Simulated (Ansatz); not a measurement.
# Worked example: self-consistent single point of GaCuGeSe4 (C2, 7 atoms in the cell) in Ansatz

Computed with LDA (PW92), default PAW files made with PBE (plane waves; Ansatz, a first-principles code).

This input was run:

Ansatz 0.2 input:
```yaml
# GaCuGeSe4
crystal:
  lattice:
    - [-2.761460, 2.761460, 5.421506]
    - [2.761460, -2.761460, 5.421506]
    - [2.761460, 2.761460, -5.421506]
  atoms:
    - { symbol: Ga, position: [0.504611, 0.504611, 0.000000] }
    - { symbol: Cu, position: [0.250000, 0.750000, 0.500000] }
    - { symbol: Ge, position: [0.750000, 0.250000, 0.500000] }
    - { symbol: Se, position: [0.114000, 0.118320, 0.471420] }
    - { symbol: Se, position: [0.881680, 0.353100, 0.995680] }
    - { symbol: Se, position: [0.646900, 0.642580, 0.528580] }
    - { symbol: Se, position: [0.357420, 0.886000, 0.004320] }
basis:
  ecutwfc: 420.0
kpoints:
  mp_grid:
    grid: [3, 3, 3]
hamiltonian:
  xc: lda
  pseudopotentials:
    kind: paw
scf:
  occupations:
    method: fixed
output:
  forces: true
  eigenvalues: true
  stress: true
```

Output, abridged:

```
WARN ansatz: RAYON_NUM_THREADS=1 ignored (pool sized by the plan → 1); use --threads N
Pseudopotentials: kind: paw
Pseudopotential: Ga, paw, valence charge 13
Pseudopotential: Cu, paw, valence charge 19
Pseudopotential: Ge, paw, valence charge 14
Pseudopotential: Se, paw, valence charge 16
Crystal: 7 atoms, lattice volume = 165.370 Å³
Basis set: ecut = 420 eV, 3219 PW (Γ)
Bands: 66, of which v1, the nominal top of the filled ones, is band 55 counted from 1 (54 counted from 0)
Symmetry: 2 space group operations
Space group: C2 (ITA 5), of the structure as read, at distance tolerance 5.5e-5 Å
k-points: 10 of 27 (time reversal used)
PAW frozen core: Ga, regenerated for the run's functional, and the local potential with it
PAW frozen core: Cu, regenerated for the run's functional, and the local potential with it
PAW frozen core: Ge, regenerated for the run's functional, and the local potential with it
PAW frozen core: Se, regenerated for the run's functional, and the local potential with it
Initial density: superposition of atomic densities (neutral atoms: chi_scale 0, normalization atom), corrected by the library's trained network
Initial wavefunctions: pseudopotential atomic-orbital guess
Eigensolver: davidson
Functional: x = slater, c = lda
SCF iter   1: F=—  HF=-36013.858116 eV  |F-HF|=—  |Δ(HF+E_count)|=         —  Δρ=9.02e-3  dr2=7.60e-2  ethr=1.77e-3  ⟨swp⟩=5.0  Hψ=1967  notcnv=0  defer=89
all-band conjugate gradients solve this SCF's bands
preconditioner: auto → Resta (q_TF=auto, 2.549 Å⁻¹)
SCF iter   2: F=—  HF=-36013.862786 eV  |F-HF|=—  |Δ(HF+E_count)|=   4.67e-3  Δρ=8.92e-3  dr2=9.34e-2  ethr=6.91e-5  ⟨swp⟩=2.5  Hψ=1336  notcnv=0  defer=89
SCF iter   3: F=—  HF=-36013.844306 eV  |F-HF|=—  |Δ(HF+E_count)|=   1.85e-2  Δρ=3.06e-3  dr2=8.33e-3  ethr=6.91e-5  ⟨swp⟩=2.0  Hψ=1192  notcnv=0  defer=89
SCF iter   4: F=—  HF=-36013.842648 eV  |F-HF|=—  |Δ(HF+E_count)|=   1.66e-3  Δρ=6.06e-4  dr2=3.52e-4  ethr=7.57e-6  ⟨swp⟩=2.0  Hψ=856  notcnv=0  defer=90
SCF iter   5: F=—  HF=-36013.842580 eV  |F-HF|=—  |Δ(HF+E_count)|=   6.87e-5  Δρ=1.30e-4  dr2=2.83e-5  ethr=3.20e-7  ⟨swp⟩=2.1  Hψ=928  notcnv=0  defer=41
SCF iter   6: F=—  HF=-36013.842606 eV  |F-HF|=—  |Δ(HF+E_count)|=   2.61e-5  Δρ=4.93e-5  dr2=5.25e-6  ethr=2.57e-8  ⟨swp⟩=2.3  Hψ=966  notcnv=0  defer=39
SCF iter   7: F=—  HF=-36013.842605 eV  |F-HF|=—  |Δ(HF+E_count)|=   1.98e-7  Δρ=2.09e-5  dr2=1.01e-6  ethr=4.77e-9  ⟨swp⟩=2.0  Hψ=866  notcnv=0  defer=39
SCF iter   8: F=-36013.842605 eV  HF=-36013.842606 eV  |F-HF|=1.59e-8  |Δ(HF+E_count)|=   9.05e-8  Δρ=6.66e-6  dr2=8.98e-8  ethr=9.09e-11  ⟨swp⟩=9.5  Hψ=3443  notcnv=0
SCF 1 converged in 8 iterations: F = -36013.842605 eV  dr2 = 8.98e-8
SCF converged after 8 iterations
Free energy (F): -36013.842605 eV
Harris-Foulkes:  -36013.842606 eV  (|F-HF|=1.59e-8)
Internal energy: -36013.842605 eV  (E = F + TS)
E sigma→0 (E₀):  -36013.842605 eV
Fermi energy:    7.359372 eV
--- Per-component energies (eV) ---
  E_band       = -2337.502831
  E_kinetic    = 1002.004967
  E_local      = -20383.054513  (includes V_loc(G=0)·N_el)
  E_nonlocal   = -1103.961997
  E_hartree    = 9560.932915
  E_xc         = -644.605765
  E_vxc        = -629.589911  (∫ρ·V_xc dr)
  E_paw        = -12763.969801  (= ΣΔE_a)
  E_vpaw       = -344.783748  (= ΣTr[D̂ρ^β])
  E_aug_tail   = -0.001965  (compensation charges beyond the density's cutoff)
  E_ewald      = -11694.142361
  E_core_change = 12.955915  (= ΣΔE_core)
  E_smearing   = -0.000000  (= −TS)
  E_closure    = 0.000000  (closes the sum)
  Σ components = -36013.842605   (vs F -36013.842605, Δ=0.00e0)
--- Forces (eV/Å), atoms counted from 1 ---
  atom   1  Ga     0.00000000     0.00000000    -0.35651594
  atom   2  Cu     0.00000000     0.00000000     0.02478977
  atom   3  Ge     0.00000000     0.00000000     0.12166481
  atom   4  Se    -0.01002556     0.18839108     0.00448692
  atom   5  Se     0.06891070     0.15126074     0.10054397
  atom   6  Se     0.01002556    -0.18839108     0.00448692
  atom   7  Se    -0.06891070    -0.15126074     0.10054397
  max |Σ_I F_I| component: 4.31e-7 eV/Å
--- Stress (GPa, compression-positive) ---
       -3.233823      -0.292368       0.000000
       -0.292368      -3.291824       0.000000
        0.000000       0.000000      -3.302233
  P = ⅓ Tr σ = -3.2760 GPa (-32.760 kbar)
  The stress holds the Pulay correction. Without it, at fixed plane waves, as pw.x and ABINIT print it: P = -3.3114 GPa
--- Band table (eV; the first three rows and the last of 10) ---
  k-point 0: bands = ["-103.3117", "-61.1871", "-61.1295", "-61.1285", "-40.4202", "-40.4200", "-40.4096", "-40.4095", "-40.3508", "-40.3505", "-40.3383", "-40.3381", "-40.3286", "-40.3284", "-40.2675", "-40.2671", "-40.2610", "-40.2609", [...]
  k-point 1: bands = ["-103.3117", "-61.1871", "-61.1295", "-61.1285", "-40.4201", "-40.4201", "-40.4096", "-40.4095", "-40.3507", "-40.3506", "-40.3382", "-40.3381", "-40.3285", "-40.3284", "-40.2674", "-40.2671", "-40.2610", "-40.2609", [...]
  k-point 2: bands = ["-103.3117", "-61.1871", "-61.1295", "-61.1285", "-40.4202", "-40.4200", "-40.4096", "-40.4095", "-40.3507", "-40.3506", "-40.3382", "-40.3381", "-40.3285", "-40.3284", "-40.2674", "-40.2671", "-40.2610", "-40.2609", [...]
  k-point 9: bands = ["-103.3117", "-61.1871", "-61.1295", "-61.1285", "-40.4202", "-40.4200", "-40.4096", "-40.4095", "-40.3507", "-40.3506", "-40.3382", "-40.3381", "-40.3285", "-40.3284", "-40.2674", "-40.2671", "-40.2610", "-40.2609", [...]
```

The run converged in 8 iterations.

The starting cell comes from a database of computed structures (which also holds hypothetical and non-ambient phases and stackings), without a prior relaxation at this level. Its lattice was rescaled by up to half a per cent. One atom was moved a little off its site on purpose. With a pressure of about -3 GPa the cell is away from its equilibrium volume at this level. Ansatz's pressure includes its estimate of the finite-basis (Pulay) stress.
